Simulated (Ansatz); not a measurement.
# Response to strain in SrO

The parent structure is SrO in the rock salt structure (space group Fm-3m, No. 225; a = 5.122 Å).

Strains are applied to the cell and any free atomic positions relax.

Method: Ansatz (an electronic-structure program), PBEsol, PAW, cutoff 420 eV, no spin-orbit coupling.

Notes on the quantities. energy relative to the base: free energy F.

```tsv
isotropic strain (%)	energy relative to the base (meV/atom)
-4.77	120.0
0	0.0
1.33	7.4
1.63	11.0
2.6	?
4.38	72.9
```

Fit ΔE = Aε² + Bε³ (ε in %) to the rows shown and predict the withheld row.

Least squares on the printed values gives A = 4.50 and B = -0.16 meV/atom (largest residual 0.3 meV/atom); this predicts 27.6 meV/atom, and the run gives 27.2 meV/atom, 0.4 lower.

Stability against distortions was not tested.
